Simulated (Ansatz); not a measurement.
# PtC (model structure, Fm-3m, No. 225, 2 atoms in the cell)

These are PBEsol (PAW; Ansatz, a quantum-chemistry and plane-wave program) values and carry that method's errors.

Settings: plane-wave cutoff 520 eV, 22×22×22 k mesh, Fermi–Dirac smearing 0.05 eV, scalar-relativistic PAW data made under PBE.

Cell (relaxed at this level):

```cif
data_CPt
_chemical_formula_sum 'Pt1 C1'
_space_group_name_H-M_alt 'P 1'
_space_group_IT_number 1
_cell_length_a 3.12315
_cell_length_b 3.12315
_cell_length_c 3.12315
_cell_angle_alpha 60.000
_cell_angle_beta 60.000
_cell_angle_gamma 60.000
loop_
_space_group_symop_operation_xyz
  'x, y, z'
loop_
_atom_site_label
_atom_site_type_symbol
_atom_site_fract_x
_atom_site_fract_y
_atom_site_fract_z
_atom_site_occupancy
Pt1 Pt 0.00000 0.00000 0.00000 1
C1 C 0.50000 0.50000 0.50000 1
```

| Property | Result |
|---|---|
| band gap | zero (no gap) |
| bulk modulus | 291 GPa |

Note: the bulk modulus is −V dP/dV from two relaxed cells at ±2 % in volume; the relaxation could raise the start's symmetry but not lower it, so the cell can be a saddle point.

Spin–orbit coupling is not included; it can open a gap where bands touch, and shift volumes and moduli.

The computed numbers hold no vibrational or temperature effects.

A model structure was made by putting elements into a prototype or built by hand; it is no filed structure, need not be a known phase, and can be a saddle point held by its symmetry.
